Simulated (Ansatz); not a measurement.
Here is the system:

```yaml
crystal:
  lattice:
    - [0.00000, 2.43631, 2.43631]
    - [2.43631, 0.00000, 2.43631]
    - [2.43631, 2.43631, 0.00000]
  atoms:
    - { symbol: Be, position: [0.00000, 0.00000, 0.00000] }
    - { symbol: S, position: [0.75000, 0.75000, 0.75000] }
```

Method: PBEsol, rigid bands (plane waves, PAW, scalar-relativistic; Ansatz, a program for electronic structure). Condition of this run: hydrostatic pressure -2 GPa (the target of the relaxation). How the cell was made: cell and atoms relaxed with PBEsol, then loaded as said.

### Question
Predict the electron conductivity mass (n e² τ/σ) at 300 K, by direction if it differs.

### Answer
0.37 mₑ.

### Question
Predict the hole conductivity mass (n e² τ/σ) at 300 K, by direction if it differs.

### Answer
0.68 mₑ.

### Question
And the band gap?

### Answer
2.96 eV at this level; semilocal functionals usually fall short of the measured gap.

Rigid bands, one relaxation time for all states, no polarons. Spin-orbit coupling is left out; where it splits the top of the valence band it changes the hole mass and lowers the gap by about a third of the splitting.
